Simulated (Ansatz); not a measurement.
## TaAs (model structure, started from the NbAs type, I4₁md, No. 109, 4 atoms in the cell): properties by level of theory

| level (code) | equilibrium lattice constant a (Å) | c axis length (Å) |
|---|---|---|
| PBE (Ansatz) | 3.463 | 11.735 |
| PBEsol (Ansatz) | 3.429 | 11.583 |
| PBE-D3(BJ) (Ansatz) | [?] | 11.568 |

Some entries are withheld; supply them.


- PBE-D3(BJ) (Ansatz, a quantum-chemistry and plane-wave program), equilibrium lattice constant a (Å): 3.432

Ansatz's density-functional and Hartree–Fock values are scalar-relativistic unless marked +SOC, with PAW data made under PBE.

A model structure was made by putting elements into a prototype or built by hand; it is no filed structure, need not be a known phase, and can be a saddle point held by its symmetry.
